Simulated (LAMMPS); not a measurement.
Pressure dependence of Cu (fcc) at 810 K, from the crystal.

Level of theory: classical MD, pair style eam, the elements' _u3.eam files (universal-3 set of Foiles, Baskes and Daw), run in LAMMPS.

```tsv
P (GPa)	state	volume	coordination number
0	crystal; no diffusion seen in 30 ps	12.3246 ± 0.0005 Å³/atom	12.1 (counted to 3.18 Å)
2	crystal; no diffusion seen in 30 ps	12.1114 ± 0.0002 Å³/atom	12.0 (counted to 3.14 Å)
5	crystal; no diffusion seen in 30 ps	11.8286 ± 0.0003 Å³/atom	12.0 (counted to 3.10 Å)
```

Caution (rows 2; 5): a run this short can hold a crystal over, or a liquid under, the potential's own melting point, which these runs don't give.

Estimate the isothermal bulk modulus at zero pressure. A parabola P(ln V) through the three points gives −dP/d ln V = 110 GPa at zero pressure.

States go by the mean squared displacement: a species diffuses where it passes 1.5 Å², still rises and gives D over 1e-6 cm²/s; a crystal has left its structure where atoms lie 0.35 Å off their sites on average or a cubic box changes its shape by 3 %, or the axial ratios of another lie 8 % off the starting cell's, which the potential's own relaxation can also do.

Errors shown are sampling errors alone.
